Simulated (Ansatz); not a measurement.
Start from Si in the diamond structure (space group Fd-3m, No. 227; a = 5.4443 Å).

Structures relaxed with Ansatz (an electronic-structure program) r2SCAN, no spin-orbit coupling.

Base:

Simulated powder pattern, Cu Kα1, λ = 1.54056 Å (kinematic, ideal powder, no thermal factors, no anomalous dispersion; the 8 strongest lines at most, above 2 %, up to 2θ = 90°):

```tsv
2θ (°)	I/Imax (%)	hkl
28.37	100	(111)
47.18	67	(220)
55.97	40	(311)
68.93	11	(400)
76.15	16	(331)
87.76	23	(422)
```

Now apply this change: full substitution Si → Ge, then cell and atoms are relaxed.

Question: How do the reflections move or split?

Answer: 
Simulated powder pattern, Cu Kα1, λ = 1.54056 Å (kinematic, ideal powder, no thermal factors, no anomalous dispersion; the 8 strongest lines at most, above 2 %, up to 2θ = 90°):

```json
[
 {"2θ (°)": "27.20", "d (Å)": "3.276", "I/Imax (%)": "100", "hkl": "(111)"},
 {"2θ (°)": "45.16", "d (Å)": "2.006", "I/Imax (%)": "75", "hkl": "(220)"},
 {"2θ (°)": "53.52", "d (Å)": "1.711", "I/Imax (%)": "45", "hkl": "(311)"},
 {"2θ (°)": "65.77", "d (Å)": "1.419", "I/Imax (%)": "12", "hkl": "(400)"},
 {"2θ (°)": "72.56", "d (Å)": "1.302", "I/Imax (%)": "18", "hkl": "(331)"},
 {"2θ (°)": "83.37", "d (Å)": "1.158", "I/Imax (%)": "24", "hkl": "(422)"},
 {"2θ (°)": "89.72", "d (Å)": "1.092", "I/Imax (%)": "14", "hkl": "(511)"}
]
```

The indices refer to each structure's own conventional cell; one index is shown for lines that coincide.

Whether these cells are dynamically stable was not tested.
